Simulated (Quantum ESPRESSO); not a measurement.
## Cost against accuracy: ecutwfc for Tl (P6_3/mmc, 4 atoms in the cell)

```xyz
4
Lattice="3.5160 0.0000 0.0000 -1.7580 3.0450 0.0000 0.0000 0.0000 11.2893" Properties=species:S:1:pos:R:3 pbc="T T T"
Tl     0.0000     0.0000     0.0000
Tl     0.0000     0.0000     5.6446
Tl     0.0000     2.0300     2.8223
Tl     1.7580     1.0150     8.4669
```

Computed with PBE, GBRV 1.5 ultrasoft (PBE) pseudopotentials (plane waves; Quantum ESPRESSO).

Base settings: ecutwfc = 40 Ry; ecutrho = 200 Ry; occupations = smearing; smearing = fd; degauss = 0.0073499 Ry; potentials = {Tl: tl_pbe_v1.2.uspp.F.UPF}; K_POINTS = automatic 9 9 3 0 0 0; conv_thr = 1e-11 Ry.

Misses are taken against the tightest run, 80 Ry (ecutrho: 200 Ry → 400 Ry), which need not be fully converged itself. The energy is the free energy per atom.

The count of work is k-points × plane waves × bands × iterations; it is no time, and leaves out set-up, grids and terms that scale otherwise. Core times come from one kind of shared machine and are given to one figure; runs under 30 s give none.

The starting cell comes from a database of computed structures (which also holds hypothetical and non-ambient phases and stackings), without a prior relaxation at this level. Its lattice was rescaled by a random factor within 2.5 % of one.

The runs (ecutwfc): 16 Ry (ecutrho: 200 Ry → 80 Ry) | 20 Ry (ecutrho: 200 Ry → 100 Ry) | 24 Ry (ecutrho: 200 Ry → 120 Ry) | 28 Ry (ecutrho: 200 Ry → 140 Ry) | 32 Ry (ecutrho: 200 Ry → 160 Ry) | 36 Ry (ecutrho: 200 Ry → 180 Ry) | 40 Ry | 46 Ry (ecutrho: 200 Ry → 230 Ry) | 52 Ry (ecutrho: 200 Ry → 260 Ry) | 60 Ry (ecutrho: 200 Ry → 300 Ry) | 70 Ry (ecutrho: 200 Ry → 350 Ry) | 80 Ry (ecutrho: 200 Ry → 400 Ry).

Problem. Which is the coarsest setting among those run that, with all tighter ones, holds the energy within 20 meV/atom of the reference, and what does it save?

Solution. 60 Ry (ecutrho: 200 Ry → 300 Ry), off by 9.4 meV/atom; its saving against the reference is no more than about a factor of 2 in the count of work.

Problem. Which is the coarsest setting among those run that, with all tighter ones, holds the energy within 5 meV/atom of the reference, and what does it save?

Solution. 70 Ry (ecutrho: 200 Ry → 350 Ry), off by 1.6 meV/atom; its saving against the reference is no more than about a factor of 2 in the count of work.

Problem. What does the step from 40 Ry to 70 Ry (ecutrho: 200 Ry → 350 Ry) buy?

Solution. It takes the miss in the energy from 56 to 1.6 meV/atom, for 2.3 times the count of work and roughly 2 times the time.

```tsv
ecutwfc	energy less reference (meV/atom)	pressure less reference (GPa)	count of work / reference	core time / reference (rough)
16 Ry (ecutrho: 200 Ry → 80 Ry)	1940.76	-10.76	0.084	–
20 Ry (ecutrho: 200 Ry → 100 Ry)	913.49	-16.62	0.13	–
24 Ry (ecutrho: 200 Ry → 120 Ry)	290.04	-6.51	0.15	–
28 Ry (ecutrho: 200 Ry → 140 Ry)	162.99	-0.33	0.21	–
32 Ry (ecutrho: 200 Ry → 160 Ry)	154.85	-0.56	0.26	0.2
36 Ry (ecutrho: 200 Ry → 180 Ry)	110.14	-1.79	0.30	0.3
40 Ry	55.77	-1.39	0.35	0.4
46 Ry (ecutrho: 200 Ry → 230 Ry)	25.81	0.00	0.43	0.4
52 Ry (ecutrho: 200 Ry → 260 Ry)	24.10	-0.04	0.48	0.4
60 Ry (ecutrho: 200 Ry → 300 Ry)	9.41	-0.29	0.65	0.7
70 Ry (ecutrho: 200 Ry → 350 Ry)	1.56	0.14	0.82	0.8
80 Ry (ecutrho: 200 Ry → 400 Ry)	0.00	0.00	1.0	1
```
